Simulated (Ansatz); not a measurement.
Output of an Ansatz run (abridged):

```
WARN ansatz: RAYON_NUM_THREADS=1 ignored (pool sized by the plan → 1); use --threads N
Pseudopotentials: kind: paw
Pseudopotential: Mg, paw, valence charge 10
Crystal: 2 atoms, lattice volume = 46.075 Å³
Basis set: ecut = 420 eV, 917 PW (Γ)
Bands: 14, of which v1, the nominal top of the filled ones, is band 10 counted from 1 (9 counted from 0)
Symmetry: 24 space group operations
Space group: P63/mmc (ITA 194), of the structure as read, at distance tolerance 3.6e-5 Å
k-points: 76 of 1008
PAW frozen core: Mg, regenerated for the run's functional, and the local potential with it
Initial density: superposition of atomic densities (neutral atoms: chi_scale 0, normalization atom), corrected by the library's trained network
Initial wavefunctions: pseudopotential atomic-orbital guess
Eigensolver: davidson
Functional: x = slater, c = lda
SCF iter   1: F=—  HF=-3803.206677 eV  |F-HF|=—  |Δ(HF+E_count)|=         —  Δρ=6.10e-3  dr2=6.13e-3  ethr=1.77e-3  ⟨swp⟩=5.0  Hψ=5434  notcnv=0
all-band conjugate gradients solve this SCF's bands
preconditioner: auto → none
SCF iter   2: F=—  HF=-3803.199366 eV  |F-HF|=—  |Δ(HF+E_count)|=   7.31e-3  Δρ=2.49e-3  dr2=1.47e-3  ethr=3.07e-5  ⟨swp⟩=2.0  Hψ=2324  notcnv=0
SCF iter   3: F=—  HF=-3803.198853 eV  |F-HF|=—  |Δ(HF+E_count)|=   5.13e-4  Δρ=4.17e-4  dr2=7.51e-5  ethr=7.33e-6  ⟨swp⟩=2.0  Hψ=1672  notcnv=0
SCF iter   4: F=—  HF=-3803.198865 eV  |F-HF|=—  |Δ(HF+E_count)|=   1.18e-5  Δρ=4.24e-5  dr2=3.21e-7  ethr=3.76e-7  ⟨swp⟩=1.0  Hψ=1064  notcnv=0
iter 5 did not close the SCF: its close was put off for the readings that it lacked (scf_convergence_deferred on its scf_iter line)
SCF iter   5: F=-3803.198865 eV  HF=-3803.198865 eV  |F-HF|=1.84e-8  |Δ(HF+E_count)|=   1.83e-7  Δρ=6.30e-6  dr2=6.54e-9  ethr=1.61e-9  ⟨swp⟩=2.0  Hψ=1837  notcnv=0
SCF iter   6: F=-3803.198865 eV  HF=-3803.198865 eV  |F-HF|=9.87e-11  |Δ(HF+E_count)|=   1.14e-8  Δρ=4.22e-7  dr2=2.87e-11  ethr=3.27e-11  ⟨swp⟩=2.0  Hψ=3352  notcnv=0
SCF 1 converged in 6 iterations: F = -3803.198865 eV  dr2 = 2.87e-11
SCF converged after 6 iterations
Free energy (F): -3803.198865 eV
Harris-Foulkes:  -3803.198865 eV  (|F-HF|=9.87e-11)
Internal energy: -3803.170471 eV  (E = F + TS)
E sigma→0 (E₀):  -3803.184668 eV
Entropy (-TS):   -0.028394 eV (-14.197 meV/atom)
Fermi energy:    5.398334 eV
--- Per-component energies (eV) ---
  E_band       = -716.886175
  E_kinetic    = 150.281319
  E_local      = -3243.361479  (includes V_loc(G=0)·N_el)
  E_nonlocal   = 193.249515
  E_hartree    = 1157.092086
  E_xc         = -56.271473
  E_vxc        = -73.150435  (∫ρ·V_xc dr)
  E_paw        = -542.869610  (= ΣΔE_a)
  E_vpaw       = -58.088925  (= ΣTr[D̂ρ^β])
  E_aug_tail   = -0.000001  (compensation charges beyond the density's cutoff)
  E_ewald      = -1461.591787
  E_core_change = 0.300959  (= ΣΔE_core)
  E_smearing   = -0.028394  (= −TS)
  E_closure    = 0.000000  (closes the sum)
  Σ components = -3803.198865   (vs F -3803.198865, Δ=0.00e0)
--- Forces (eV/Å), atoms counted from 1 ---
  atom   1  Mg    -0.00000000     0.00000000     0.00000000
  atom   2  Mg     0.00000000    -0.00000000     0.00000000
  max |Σ_I F_I| component: 1.85e-17 eV/Å
--- Stress (GPa, compression-positive) ---
       -1.973076       0.000000       0.000000
       -0.000000      -1.973076       0.000000
        0.000000       0.000000      -2.694737
  P = ⅓ Tr σ = -2.2136 GPa (-22.136 kbar)
  The stress holds the Pulay correction. Without it, at fixed plane waves, as pw.x and ABINIT print it: P = -2.2168 GPa
--- Band table (eV; the first three rows and the last of 76) ---
  k-point 0: bands = ["-69.9159", "-69.9129", "-37.3594", "-37.3299", "-37.3299", "-37.3268", "-37.3250", "-37.3250", "-1.4733", "3.7967", "4.1535", "16.2943", "16.2943", "16.3266"]
  k-point 1: bands = ["-69.9158", "-69.9130", "-37.3578", "-37.3297", "-37.3297", "-37.3284", "-37.3253", "-37.3253", "-1.3590", "2.5482", "5.5986", "16.0322", "16.3854", "16.3854"]
  k-point 2: bands = ["-69.9154", "-69.9134", "-37.3533", "-37.3330", "-37.3290", "-37.3290", "-37.3259", "-37.3259", "-1.0169", "1.3400", "7.3958", "13.8004", "16.6349", "16.6349"]
  k-point 75: bands = ["-69.9122", "-69.9122", "-37.3513", "-37.3513", "-37.3452", "-37.3431", "-37.3327", "-37.3327", "5.5690", "5.5690", "5.7999", "6.5341", "7.0187", "7.0187"]
```

The structure:

```
CELL_PARAMETERS angstrom
      1.60018    -2.77160     0.00000
      1.60018     2.77160     0.00000
      0.00000     0.00000     5.19437
ATOMIC_POSITIONS crystal
  Mg 0.33333 0.66667 0.25000
  Mg 0.66667 0.33333 0.75000
```

**Question.** Write an input that gives this output.

**Answer.** Other spellings and defaults could give the same log, and not every line can be read from it. The input that was run (DFT, LDA (PW92), plane waves, default PAW files made with PBE):

Ansatz 0.2 input:
```yaml
# Mg
crystal:
  lattice:
    - [1.60018500, -2.77160200, 0.00000000]
    - [1.60018500, 2.77160200, 0.00000000]
    - [0.00000000, 0.00000000, 5.19437000]
  atoms:
    - { symbol: Mg, position: [0.33333333, 0.66666667, 0.25000000] }
    - { symbol: Mg, position: [0.66666667, 0.33333333, 0.75000000] }
basis:
  ecutwfc: 420.0
kpoints:
  mp_grid: { grid: [12, 12, 7] }
hamiltonian:
  xc: lda
  pseudopotentials: { kind: paw }
scf:
  occupations: { method: fermi_dirac, width: 0.1 }
output:
  forces: true
  eigenvalues: true
  stress: true
```

The starting cell has typed, rounded lattice constants, without a prior relaxation at this level. Its lattice was rescaled by up to half a per cent. Ansatz's pressure includes its estimate of the finite-basis (Pulay) stress.

Ansatz is a first-principles code.
